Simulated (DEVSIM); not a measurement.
System: abrupt GaAs p-n junction, at 300 K.

```tsv
layer (left to right)	material	thickness (μm)	Nd (cm⁻³)	Na (cm⁻³)	τn (s)	τp (s)
1	GaAs	18.0	-	3.1e17	1.7e-8	1.7e-8
2	GaAs	45.0	1.2e14	-	1.7e-8	1.7e-8
```

Left contact: ohmic. Right contact: ohmic. Voltage is applied to the left contact. Recombination: SRH at mid-gap, radiative, Auger. Mobility is constant in doping.

This is a model device: material constants are rounded textbook-type values typed into the input, and sizes, dopings and lifetimes were drawn at random. Values at 300 K.

```
parameter        GaAs
-------------  ------
gap (eV)        1.424
affinity (eV)    4.07
permittivity     12.9
Nc (cm⁻³)      4.7e17
Nv (cm⁻³)        9e18
μn (cm²/Vs)      8500
μp (cm²/Vs)       400
B (cm³/s)       2e-10
Cn (cm⁶/s)      1e-30
Cp (cm⁶/s)      1e-30
```

DEVSIM, 1D drift-diffusion, Boltzmann statistics, complete ionisation; no tunnelling, impact ionisation, image-force lowering or self-heating.

The doping Na of layer 1 was swept, all else fixed.

```
doping Na of layer 1 (cm^-3)  potential step across the device at zero bias (V)  largest field in the device at zero bias (V/cm)  dark forward voltage at 1 A/cm² (V)
----------------------------  -------------------------------------------------  -----------------------------------------------  -----------------------------------
9.3e15                                                                    1.032                                             6900                                0.985
3.1e16                                                                    1.064                                            10000                                0.988
9.3e16                                                                    1.092                                            16000                                0.989
3.1e17                                                                    1.123                                            29000                                0.989
9.3e17                                                                    1.151                                                …                                0.989
3.1e18                                                                    1.183                                            91000                                0.989
```

Q: Fill in the missing entries.

A: 
- 9.3e17, largest field in the device at zero bias (V/cm): 50000
